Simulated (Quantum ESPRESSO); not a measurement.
Worked example: self-consistent single point of HfIr3 (Pm-3m, 4 atoms in the cell) in Quantum ESPRESSO.

Level of theory: PBEsol, PSlibrary PAW (PBE) pseudopotentials (plane waves; Quantum ESPRESSO).

```yaml
crystal:
  lattice:
    - [3.92600, 0.00000, 0.00000]
    - [0.00000, 3.92600, 0.00000]
    - [0.00000, 0.00000, 3.92600]
  atoms:
    - { symbol: Ir, position: [0.00000, 0.50000, 0.50000] }
    - { symbol: Ir, position: [0.50000, 0.00000, 0.50000] }
    - { symbol: Ir, position: [0.50000, 0.50000, 0.00000] }
    - { symbol: Hf, position: [0.00000, 0.00000, 0.00000] }
```

Reference input (self-consistent single point, DFT, PBEsol, plane waves, PseudoDojo standard norm-conserving (PBESOL) pseudopotentials): ecutwfc = 70 Ry; occupations = smearing; smearing = mp; degauss = 0.019992 Ry; potentials = {Ir: Ir.upf, Hf: Hf.upf}; K_POINTS = automatic 7 7 7 0 0 0; conv_thr = 1e-10 Ry; mixing_beta = 0.3. This run's input differs from it in these lines:

```diff
@@ -13,3 +13,4 @@
  ntyp = 2,
- ecutwfc = 70,
+ ecutwfc = 55,
+ ecutrho = 550,
  occupations = 'smearing',
@@ -17,2 +18,3 @@
  degauss = 0.019992,
+ input_dft = 'pbesol',
 /
@@ -23,4 +25,4 @@
 ATOMIC_SPECIES
-Ir   192.2170  Ir.upf
-Hf   178.4900  Hf.upf
+Ir   192.2170  Ir.pbe-n-kjpaw_psl.1.0.0.UPF
+Hf   178.4900  Hf.pbe-spn-kjpaw_psl.1.0.0.UPF
 CELL_PARAMETERS {alat}
```

Output (repeated stretches shortened):

```
     Self-consistent Calculation

     iteration #  1     ecut=    55.00 Ry     beta= 0.30

     Threshold (ethr) on eigenvalues was too large:
     Diagonalizing with lowered threshold

     total energy              =   -2822.33757298 Ry
     estimated scf accuracy    <       0.07423120 Ry

     iteration #  2     ecut=    55.00 Ry     beta= 0.30

     total energy              =   -2822.33258566 Ry
     estimated scf accuracy    <       0.02503064 Ry

     iteration #  3     ecut=    55.00 Ry     beta= 0.30

     total energy              =   -2822.33489590 Ry
     estimated scf accuracy    <       0.00289831 Ry

   [... 11 blocks of this kind left out ...]

     iteration # 15     ecut=    55.00 Ry     beta= 0.30

     total energy              =   -2822.33594847 Ry
     estimated scf accuracy    <          5.7E-10 Ry

     iteration # 16     ecut=    55.00 Ry     beta= 0.30
     End of self-consistent calculation

     the Fermi energy is    18.2358 ev

!    total energy              =   -2822.33594847 Ry
     estimated scf accuracy    <          8.3E-11 Ry
     smearing contrib. (-TS)   =       0.00035996 Ry
     internal energy E=F+TS    =   -2822.33630842 Ry

     convergence has been achieved in  16 iterations

     Forces acting on atoms (cartesian axes, Ry/au):

     atom    1 type  1   force =     0.00000000    0.00000000    0.00000000
   [... zero for the other atoms too ...]

     Total force =     0.000000     Total SCF correction =     0.000000

          total   stress  (Ry/bohr**3)                   (kbar)     P=      -28.95
  -0.00019681   0.00000000   0.00000000          -28.95        0.00        0.00
   0.00000000  -0.00019681   0.00000000            0.00      -28.95        0.00
   0.00000000   0.00000000  -0.00019681            0.00        0.00      -28.95

   JOB DONE.
```

The run converged in 16 iterations. Against the reference run the pressure goes from -1.14 to -2.90 GPa. The full log also holds: “c_bands:  1 eigenvalues not converged”.

The starting cell comes from a database of published, mostly measured structures (it also holds non-ambient and calculated ones), without a prior relaxation at this level. Spin-orbit coupling is off. Spin polarisation is off.

Cost on one core of a shared machine: roughly 90 s.
